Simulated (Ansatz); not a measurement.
Cell and atoms of amorphous Si24O50Sn:

```xyz
75
Lattice="10.3922 0.1877 0.4003 0.1877 10.2694 0.1569 0.4003 0.1569 10.6026" Properties=species:S:1:pos:R:3 pbc="T T T"
Si     1.1082     6.0850     5.1440
Si     4.2911     4.5183     0.7364
Si     0.4709     3.1732     4.7208
Si     1.2661     7.7029     9.0075
Si    10.2519     5.7208     8.4269
Si     3.1226     1.6405     4.2869
Si     2.9756     9.7188    10.0489
Si     7.3521     3.8478     0.9418
Si     3.7167     5.7827     8.5901
Si     0.5953     7.6139     2.5813
Si     8.2032     3.5464     3.6660
Si     3.6037     1.3514     1.2519
Si    10.4863     9.7120     7.5851
Si     3.5803     7.5767     1.4385
Si     2.5105     0.7711     7.1578
Si     8.6314     3.3115     8.8049
Si     8.2405     8.7629     2.9848
Si     5.9045     9.4173     1.3551
Si     3.9380     5.7950     6.2588
Si     5.4023     3.4957     5.1989
Si     8.8497     6.0167     2.1522
Si     8.0315     9.4085     5.9896
Si     6.6811     1.6761     7.0957
Si     0.9323     2.9936     7.8540
O      1.4838     8.9758    10.0347
O     10.4130     6.5238     2.0952
O      5.8419     4.4028     1.2113
O      2.5083     6.6663     9.2216
O      1.0189     4.4854     8.5189
O      8.8323     4.9192     8.4746
O      3.2945     0.7719     5.6992
O      3.3066     4.7313     7.3663
O     10.2816     6.9836     9.4912
O      2.7128     6.3950     5.3726
O     10.5866     6.2202     6.8990
O      6.8420     8.8078    10.5973
O      2.1409     7.9366     2.1549
O      3.6208     3.0121     1.0476
O      9.6525     9.5313     6.2055
O      4.1910     2.8735     4.3114
O      8.5738     5.1240     3.4918
O      7.2289     9.8081     2.2468
O      9.4673     2.8743     4.4299
O      5.0883     5.0939     5.3589
O      7.9002     7.3238     2.2962
O      7.7347     3.1692    10.1567
O      9.8684     9.0167     2.8092
O      6.2190     0.8050     8.3971
O      3.9721     8.5215    10.5789
O      4.8861     8.3376     2.1219
O      9.4417     9.8989     8.8439
O      0.9402     4.6820     4.3173
O      6.8535     3.3614     4.5213
O     10.0559     2.5391     9.0822
O      3.3503    10.0754     8.4752
O      4.5341     6.7621     7.4848
O      7.8852     2.9157     2.1819
O      7.3838     8.4859     7.1957
O      7.1812     0.6490     5.9084
O      5.0183     0.6029     0.8754
O      0.3682     3.1554     6.3309
O      8.3908     5.1273     0.8605
O      2.4751     0.6201     0.2669
O      2.3641     2.2318     7.9028
O      7.7923     8.7329     4.5488
O      0.9354     0.4883     6.8145
O      7.9103     2.6517     7.5218
O      3.7141     5.9228     1.4299
O      4.5506     4.9936     9.7351
O      1.5909     2.1381     4.2042
O      5.4689     2.6403     6.5895
O      3.3450     0.9286     2.8270
O      0.5732     7.2659     4.1723
O      1.1715     8.3196     7.4959
Sn     7.5004     9.4683     8.9104
```

Calculation: PBE, scalar-relativistic without spin-orbit coupling (plane waves to 420 eV, PAW; Ansatz, a first-principles code).

A CHGNet melt-quench gave the starting glass, which DFT then relaxed. O atoms were pushed apart under 1.9 Å during the dynamics, to hinder bonds among them. The hot cell started wider than the set density and was brought back towards it in steps. It is the lowest in DFT energy of 2 quenches. It is a model cell: composition and starting density were chosen by hand, and all elements were melted together. No dispersion term was used. Its density started from a set value of 2.34 and ended at 2.34 g/cm³. The quench (nominally 400 K/ps over its main leg) was far faster than any real one, so the model tends to hold more defects than a real film. One small periodic cell is one sample of the glass; other quenches scatter about these values. The volume was held where the preparation left it and the shape relaxed, at a PBE pressure of 0.3 GPa.

Cut-offs for bonds: Si-Si 2.60 Å, Si-O 1.90 Å, Si-Sn 2.75 Å, O-O 1.58 Å, O-Sn 2.46 Å, Sn-Sn 3.06 Å. Two cations that share two anions don't count as bonded, nor two that share one unless they lie closer than Si-Si 2.38 Å, Si-Sn 2.68 Å, Sn-Sn 2.97 Å.

Task: Give the coordination numbers, mean bond lengths and angles.

Result: 
| Item | Result |
|---|---|
| Mean coordination of Si by anions | 4.00 (24 with 4) |
| Mean coordination of O | 2.00 (50 with 2) |
| Mean coordination of Sn by anions | 4.00 (1 with 4) |
| Mean Si-O bond | 1.640 Å (spread 0.017 Å, 96 counted) |
| Mean O-Sn bond | 1.968 Å (spread 0.024 Å, 4 counted) |
| Bond angle at Si | mean 109.4°, spread 4.9° |
| Bond angle at O | mean 131.9°, spread 15.3° |
| Bond angle at Sn | mean 109.3°, spread 9.0° |

Task: List the pairs of like atoms that count as bonded by the rules above.

Result: There are none by these rules.
